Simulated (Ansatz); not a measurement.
The parent structure is YN in the rock salt structure (space group Fm-3m, No. 225; a = 4.8562 Å).

Computed with PBEsol (Ansatz, a first-principles code; PAW; 420 eV plane waves; scalar-relativistic without spin-orbit coupling).

One change was made to it. Results:

The band gap becomes zero (base: 0.08 eV); the volume per atom decreases by 3.25 Å³, from 14.31 Å³ to 11.06 Å³.

### Question
Which change produced these results?
(A) pressure 3 GPa
(B) pressure −1 GPa
(C) pressure 7 GPa
(D) pressure 15 GPa
(E) pressure 75 GPa

### Answer
E, pressure 75 GPa. For comparison, the volume per atom in the other runs: pressure 3 GPa gives 14.07 Å³; pressure −1 GPa gives 14.40 Å³; pressure 7 GPa gives 13.78 Å³; pressure 15 GPa gives 13.28 Å³.

The mesh was chosen for an insulator and is coarse for the gapless case. Load acts through the strain it causes; cell and atoms are relaxed under it. Stability against distortions was not tested. No other phases were tried under pressure. The final runs are not spin-polarised. Gaps under 0.05 eV, about the width of the smearing, are given as zero. The zero or small gap of YN can change with the level of theory.
